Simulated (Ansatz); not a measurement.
Worked calculations on one periodic cell of amorphous Si₂₄O₅₁Sc₂: Si24O51Sc2, 77 atoms, volume 1152.2 Å³, made by a melt-quench on the CHGNet potential and relaxed with DFT. O atoms were pushed apart under 1.9 Å during the dynamics, to hinder bonds among them. It is a model cell: composition and starting density were chosen by hand, and all elements were melted together. Cycles of charging were run to anneal it. Calculation: PBE, scalar-relativistic without spin-orbit coupling (plane waves to 420 eV, PAW; Ansatz, an electronic-structure program). Sampling: a 2×2×2 Γ-centred mesh; Fermi-Dirac width 0.02 eV; no spin polarisation. Its volume was held where the quench left it, its shape was held as a cube, and it stands at a mean pressure of -0.1 GPa with stress components up to 1.8 GPa; the relaxation ran on the zone centre alone. Its density went from a set 2.28 to 2.28 g/cm³. The cell is small and was quenched far faster than a real film, so it is one sample of the glass.

Problem. Count formal charges (Si +4, O -2, Sc +3). What does the count lead one to expect at the Fermi level, and what does the calculation give?

Solution. 24 × (+4) + 51 × (-2) + 2 × (+3) = 0. The charges balance, so the anion-derived valence states can be full and a gap can open. On this mesh the highest filled and lowest empty level lie 4.62 eV apart, the PBE gap of this cell, with a localised state at one edge or both.

Four energies for an added electron at PBE on the zone centre alone (charged cells in a uniform background, spin-polarised): neutral at the neutral geometry -48554.285 eV; charged at the neutral geometry -48547.800 eV; charged and relaxed -48547.827 eV; neutral at the charged geometry -48554.251 eV.

Problem. Find the two relaxation energies and their sum, the reorganisation energy.

Solution. On charging: -48547.800 − (-48547.827) = 0.027 eV. On discharging: -48554.251 − (-48554.285) = 0.034 eV. The sum is 0.061 eV. The carrier's level spreads over 61 of the 77 atoms' worth, more than a fifth of the atoms or a third of the atoms of its main element (six at least), and the sum is small, so it counts as a band carrier, whose relaxation energy shrinks as the cell grows. PBE's self-interaction favours spread-out carriers, so a hybrid can localise more.

Four energies for a hole at PBE on the zone centre alone (charged cells in a uniform background, spin-polarised): neutral at the neutral geometry -48554.285 eV; charged at the neutral geometry -48555.772 eV; charged and relaxed -48556.034 eV; neutral at the charged geometry -48553.644 eV.

Problem. Find the two relaxation energies and their sum, the reorganisation energy.

Solution. On charging: -48555.772 − (-48556.034) = 0.262 eV. On discharging: -48553.644 − (-48554.285) = 0.641 eV. The sum is 0.903 eV. The carrier's level spreads over 4 of the 77 atoms' worth, so it counts as localised, most on one O atom with neighbours Si 1.62 Å, Sc 1.91 Å (neutral geometry). The values are uncorrected: the image energy of a point charge in this cell, 2.84 × 14.40 / (2 × 10.5) = 1.9 eV before screening, is screened by electrons alone at the fixed geometry and by ions too after relaxing, and the carrier can be spread before it relaxes, so each term can be off by up to that value times 1/ε∞, some tenths of an eV. PBE's self-interaction favours spread-out carriers, so a hybrid can localise more.
